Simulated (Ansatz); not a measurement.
System: CsCl-type KI (model structure). Method: r²SCAN in Ansatz (plane waves, PAW).

Settings: plane-wave cutoff 500 eV, 8×8×8 k mesh, gaussian smearing 0.02 eV, scalar-relativistic PAW data made under PBE.

Cell (relaxed at this level):

```xyz
2
Lattice="4.2918 0.0000 0.0000 0.0000 4.2918 0.0000 0.0000 0.0000 4.2918" Properties=species:S:1:pos:R:3 pbc="T T T"
K      0.0000     0.0000     0.0000
I      2.1459     2.1459     2.1459
```

**Question.** Estimate the band gap that the calculation returns.

**Answer.** 
- band gap = 4.04 eV (on the SCF k mesh)

Note: the relaxation could raise the start's symmetry but not lower it, so the cell can be a saddle point.

Spin–orbit coupling is not included; with these elements it can move the gap by several tenths of an eV or more.

The computed numbers hold no vibrational or temperature effects.

The result took roughly 29 core-seconds.

A model structure was made by putting elements into a prototype or built by hand; it is no filed structure, need not be a known phase, and can be a saddle point held by its symmetry.

Ansatz is an electronic-structure program.
